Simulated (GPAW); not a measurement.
A self-consistent single point of CrFe₃ (Pm-3m, 4 atoms in the cell) with GPAW.

Level of theory: LDA (Perdew-Wang 92), GPAW PAW datasets LDA (gpaw-data 1.0.1) (plane waves; GPAW).

The change in words: lattice scaled by 0.98. Reference geometry:
```
CELL_PARAMETERS angstrom
      3.47885     0.00000     0.00000
      0.00000     3.47885     0.00000
      0.00000     0.00000     3.47885
ATOMIC_POSITIONS crystal
  Cr 0.00000 0.00000 0.00000
  Fe 0.00000 0.50000 0.50000
  Fe 0.50000 0.00000 0.50000
  Fe 0.50000 0.50000 0.00000
```
Moments meant for the start (each program seeds them in its own way; μB, in the order of the atoms Cr Fe Fe Fe): 3.0 4.0 4.0 4.0.

Reference input (self-consistent single point, DFT LDA (Perdew-Wang 92), plane waves, GPAW PAW datasets LDA (gpaw-data 1.0.1)): spinpol = true; mode = pw; ecut = 800 eV; xc = LDA; kpts = 9 9 9; mesh shift (steps) = 0 0 0; occupations.name = fermi-dirac; occupations.width = 0.1 eV; nbands = -8; convergence.density = 1e-05 e/electron; symmetry.symmorphic = false; symmetry.tolerance = 0.0005. This run's input differs from it in these lines:

```diff
@@ -5,5 +5,5 @@
 atoms = Atoms(['Cr', 'Fe', 'Fe', 'Fe'],
-              cell=[[3.478850, 0.000000, 0.000000],
-                    [0.000000, 3.478850, 0.000000],
-                    [0.000000, 0.000000, 3.478850]],
+              cell=[[3.409273, 0.000000, 0.000000],
+                    [0.000000, 3.409273, 0.000000],
+                    [0.000000, 0.000000, 3.409273]],
               scaled_positions=[[0.000000, 0.000000, 0.000000],
```

The program printed (abridged):

```
     iter     time        total  log10-change:  magmom
                         energy   eigst   dens
iter:   1 --:--:--   -37.328479                   +15.0152
iter:   2 --:--:--   -39.435226   -0.54  -1.34    +10.5008
iter:   3 --:--:--   -41.843066   -1.17  -1.36    +1.3312
iter:   4 --:--:--   -41.892902   -1.63  -1.33    +2.6076
iter:   5 --:--:--   -41.729372   -1.89  -1.32    +2.0541
iter:   6 --:--:--   -41.400870   -0.76  -1.38    +1.4119
iter:   7 --:--:--   -41.415518   -2.10  -1.71    +1.2721
iter:   8 --:--:--   -41.316692   -2.00  -1.69    +1.1983
iter:   9 --:--:--   -41.317017   -2.39  -1.87    +1.2040
   [... lines left out ...]
iter:  19 --:--:--   -41.291920c  -4.41  -3.59    +1.1566
iter:  20 --:--:--   -41.292566c  -4.03  -3.56    +1.1057
   [... 24 lines left out ...]
iter:  45 --:--:--   -41.295013c  -6.83  -4.25    -0.0032
iter:  46 --:--:--   -41.295019c  -6.67  -4.31    -0.0041
iter:  47 --:--:--   -41.295018c  -7.07  -4.47    -0.0041
iter:  48 --:--:--   -41.295008c  -6.91  -4.56    -0.0041
iter:  49 --:--:--   -41.295010c  -7.68c -4.76    -0.0036
iter:  50 --:--:--   -41.295010c  -7.94c -4.88    -0.0033
iter:  51 --:--:--   -41.295008c  -8.04c -4.91    -0.0028
iter:  52 --:--:--   -41.295009c  -7.84c -5.14c   -0.0020
Converged after 52 iterations.

Dipole moment: (-0.000000, -0.000000, -0.000000) |e|*Ang

Total magnetic moment: (0.000000, 0.000000, -0.001976)
Local magnetic moments:
   0 Cr ( 0.000000,  0.000000,  0.000881)
   1 Fe ( 0.000000,  0.000000, -0.000952)
   2 Fe ( 0.000000,  0.000000, -0.000952)
   3 Fe ( 0.000000,  0.000000, -0.000952)

Energy contributions relative to reference atoms: (reference = -132200.501473)

Kinetic:         +8.151183
Potential:      -10.189152
External:        +0.000000
XC:             -39.694084
Entropy (-ST):   -0.169933
Local:           +0.522010
SIC:             +0.000000
--------------------------
Free energy:    -41.379975
Extrapolated:   -41.295009

Spin contamination: 0.000942 electrons
Showing only first 2 kpts
                      Up                     Down
   [... lines left out ...]
Fermi level: 12.01952
No gap
   [... lines left out ...]
Energy (eV): -41.295009

Forces in eV/Ang:
  0 Cr    0.00000   -0.00000    0.00000
  1 Fe    0.00000    0.00000    0.00000
  2 Fe    0.00000    0.00000    0.00000
  3 Fe    0.00000    0.00000    0.00000

Stress tensor:
    -0.006463     0.000000     0.000000
     0.000000    -0.006463     0.000000
     0.000000     0.000000    -0.006463
Stress (GPa, Voigt): [-1.0356 -1.0356 -1.0356  0.      0.      0.    ]
```

The run converged in 52 iterations. GPAW prints stress with tension positive. Against the reference run the free energy drops by 22.9 meV/atom, the pressure goes from -13.28 to 1.04 GPa and the size of the net moment goes from 0.39 to 0.00 μB/atom.

The starting cell comes from a database of computed structures (which also holds hypothetical and non-ambient phases and stackings), without a prior relaxation at this level. Its lattice was rescaled by a random factor within 2.5 % of one. For this run, on top of that: lattice scaled by 0.98. The starting moments vanished: the run ended non-magnetic, which need not be the lowest state.

Cost on one core of a shared machine: roughly 2 min.
